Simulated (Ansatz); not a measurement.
**Several settings converged on HfPt₃ (P4mm, 4 atoms in the cell)**

```
CELL_PARAMETERS angstrom
      4.02246     0.00000     0.00000
      0.00000     4.02246     0.00000
      0.00000     0.00000     4.02246
ATOMIC_POSITIONS crystal
  Hf 0.00000 0.00000 0.01243
  Pt 0.50000 0.50000 0.00000
  Pt 0.00000 0.50000 0.50000
  Pt 0.50000 0.00000 0.50000
```

Base method: LDA (PW92), default PAW files made with PBE (plane waves; Ansatz, a quantum-chemistry and plane-wave program).

Base settings: basis.ecutwfc = 420 eV; kpoints.mp_grid.grid = 7 7 7; hamiltonian.xc = lda; hamiltonian.pseudopotentials = {kind: paw} (the program's default PAW files); scf.occupations.method = gaussian; scf.occupations.width = 0.1 eV.

The count of work is k-points × plane waves × bands × iterations; it is no time. 

**The cutoff for other potential files**

Level: DFT, LDA (PW92), plane waves, harder PAW files (source: ansatz) made with PBE.

In this ladder: hamiltonian.pseudopotentials = {kind: paw, source: ansatz}.

The second cell is the first with its lattice scaled by 0.98.

The mesh stays at the base's, so the ladder's end is converged at best in this setting alone.

The first pressure column holds Ansatz's estimate of the finite-basis (Pulay) stress, which hides part of the cutoff error; the other is without it.

Only quantities that move along the ladder and can be compared are tabulated.

```tsv
basis.ecutwfc	free energy less the last step's (meV/atom)	energy of the compressed cell less the first (meV/atom)	pressure (GPa)	pressure without the Pulay estimate (GPa)	largest difference of a force vector from the last step's (eV/Å)	count of work / last
255 eV	10963.83	-103.50	-21.80	-479.70	0.252	0.11
315 eV	2368.90	-56.91	-14.45	-144.50	0.094	0.13
400 eV	197.23	-24.60	-11.61	-27.83	0.009	0.21
485 eV	12.39	-26.11	-11.58	-12.78	0.000	0.28
570 eV	3.21	-25.90	-11.54	-11.58	0.000	0.35
685 eV	2.43	-25.92	-11.55	-11.58	0.000	0.46
855 eV	1.32	-25.92	-11.55	-11.58	0.000	0.66
1140 eV	0.00	-25.92	-11.55	-11.56	0.000	1.0
```

Coarsest basis.ecutwfc that holds the forces within 0.02 eV/Å of the last step, with all finer ones: 400 eV, at 0.21 of the last step's count of work; the step before is off by 0.094 eV/Å.

Coarsest basis.ecutwfc that holds the free energy within 5 meV/atom of the last step, with all finer ones: 570 eV, at 0.35 of the last step's count of work; the step before is off by 12 meV/atom.

Coarsest basis.ecutwfc that holds the energy of the compressed cell less the first within 1 meV/atom of the last step, with all finer ones: 485 eV, at 0.28 of the last step's count of work; the step before is off by 1.3 meV/atom.

At the lowest cutoff the pressure without the Pulay estimate lies 468 GPa under the last step's, the usual sign of Pulay stress in an incomplete plane-wave basis.

**The relaxed cell against the cutoff**

On HfPt3 (Pm-3m, 4 atoms in the cell): atoms on their sites.

In this ladder: relax = cell and atoms.

The mesh stays at the base's, so the ladder's end is converged at best in this setting alone.

Only quantities that move along the ladder and can be compared are tabulated.

| basis.ecutwfc | relaxed volume (Å³/atom) | relaxation steps |
|---|---|---|
| 250 eV | 15.707 | 19 |
| 295 eV | 15.537 | 13 |
| 355 eV | 15.507 | 8 |
| 420 eV | 15.505 | 6 |
| 505 eV | 15.505 | 6 |
| 630 eV | 15.505 | 6 |
| 840 eV | 15.505 | 6 |

Coarsest basis.ecutwfc that holds the relaxed volume within 0.016 Å³/atom of the last step, with all finer ones: 355 eV; the step before is off by 0.033 Å³/atom.

At the lowest cutoff the cell relaxes to a volume 1.3 % larger than at the highest. Ansatz relaxes on a stress corrected for the finite basis.

On the base run: the starting cell comes from a database of computed structures (which also holds hypothetical and non-ambient phases and stackings), without a prior relaxation at this level. Its lattice was rescaled by up to half a per cent. One atom was moved a little off its site on purpose. Spin polarisation is off.

Left out of this page: 1 run of the series failed or unconverged.

Keys are those of Ansatz 0.2.
